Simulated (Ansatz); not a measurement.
Take MoP in the CsCl type structure (space group Pm-3m, No. 221; a hypothetical phase, not in the database extracts checked; relaxed with 0.1 eV smearing) as the base.

```
CELL_PARAMETERS angstrom
      3.00382     0.00000     0.00000
      0.00000     3.00382     0.00000
      0.00000     0.00000     3.00382
ATOMIC_POSITIONS crystal
  Mo 0.00000 0.00000 0.00000
  P  0.50000 0.50000 0.50000
```

Cartesian axes are those of the cell as printed.

Calculations: Ansatz (a quantum-chemistry and plane-wave program), PBE, PAW, cutoff 420 eV, without spin-orbit coupling.

Before the change:

```
Property   Result
--------  -------
Pressure  0.0 GPa
```

The change: compressive biaxial strain of 2.17 % in the plane normal to [001], as in epitaxy on a mismatched substrate; the out-of-plane cell vector and the atoms relax.

Task: What does the calculation give for the ratio −ε⊥/ε∥, energy relative to the base and pressure after the change?

Result: The ratio −ε⊥/ε∥ is 0.59; the energy goes up by 21 meV/atom; the pressure (mean of the normal stresses, compression positive) goes from zero to 7.9 GPa.

No phonon test of stability was made. The final runs are not spin-polarised. An odd electron count without spin: MoP.
